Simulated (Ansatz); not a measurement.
**Al$_{2}$Cu (space group I4/mcm, No. 140)**

```yaml
crystal:
  lattice:
    - [-3.00310, 3.00310, 2.39527]
    - [3.00310, -3.00310, 2.39527]
    - [3.00310, 3.00310, -2.39527]
  atoms:
    - { symbol: Al, position: [0.65900, 0.15900, 0.81801] }
    - { symbol: Al, position: [0.84100, 0.65900, 0.50000] }
    - { symbol: Al, position: [0.15900, 0.34100, 0.50000] }
    - { symbol: Al, position: [0.34100, 0.84100, 0.18199] }
    - { symbol: Cu, position: [0.25000, 0.25000, 0.00000] }
    - { symbol: Cu, position: [0.75000, 0.75000, 0.00000] }
```

Computed with r2SCAN (Ansatz, a program for electronic structure), no spin-orbit coupling, earlier PAW set. k-mesh 12×12×12 (Γ-centred); smearing 0.05 eV (Fermi–Dirac).

The volume per atom comes out as 14.40 Å³, the density is 4.52 g/cm³ and the band gap is zero. The total energy comes out as -2570.851 eV/atom (σ→0; compares only within this code and set-up).

Stability against distortions was not tested. The final runs are not spin-polarised.
